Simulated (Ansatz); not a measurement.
The starting structures come from a database of crystals and need not be the phases stable at ambient conditions.

Data:

```yaml
crystal:
  lattice:
    - [5.65137, 0.00000, 0.00000]
    - [0.00000, 6.67455, 0.00000]
    - [0.00000, 0.00000, 10.49191]
  atoms:
    - { symbol: Li, position: [0.99977, 0.43918, 0.88932] }
    - { symbol: Li, position: [0.00023, 0.56082, 0.11068] }
    - { symbol: Li, position: [0.00023, 0.93918, 0.61068] }
    - { symbol: Li, position: [0.99977, 0.06082, 0.38932] }
    - { symbol: Li, position: [0.50023, 0.06082, 0.38932] }
    - { symbol: Li, position: [0.49977, 0.93918, 0.61068] }
    - { symbol: Li, position: [0.49977, 0.56082, 0.11068] }
    - { symbol: Li, position: [0.50023, 0.43918, 0.88932] }
    - { symbol: H, position: [0.75000, 0.22584, 0.54420] }
    - { symbol: H, position: [0.25000, 0.77416, 0.45580] }
    - { symbol: H, position: [0.25000, 0.72584, 0.95580] }
    - { symbol: H, position: [0.75000, 0.27416, 0.04420] }
    - { symbol: I, position: [0.75000, 0.58401, 0.67471] }
    - { symbol: I, position: [0.25000, 0.41599, 0.32529] }
    - { symbol: I, position: [0.25000, 0.08401, 0.82529] }
    - { symbol: I, position: [0.75000, 0.91599, 0.17471] }
    - { symbol: O, position: [0.75000, 0.08403, 0.51885] }
    - { symbol: O, position: [0.25000, 0.91597, 0.48115] }
    - { symbol: O, position: [0.25000, 0.58403, 0.98115] }
    - { symbol: O, position: [0.75000, 0.41597, 0.01885] }
```

Space group of this cell: Pnma. The cell is taken as given; by r2SCAN its mean pressure is -1.3 GPa.

Transport runs along the normal of the first two printed cell vectors.

The gap is the functional's own, uncorrected, and κ follows it; spin-orbit coupling is left out. Mid-gap values are interpolated between the computed energies.

### Question
Predict the band gap and the smallest decay constant κ at mid-gap from r2SCAN run with Ansatz (a quantum-chemistry and plane-wave program).

### Answer
Gap 4.91 eV on a 6×6×4 mesh; κ = 0.381 1/Å, at the zone centre.
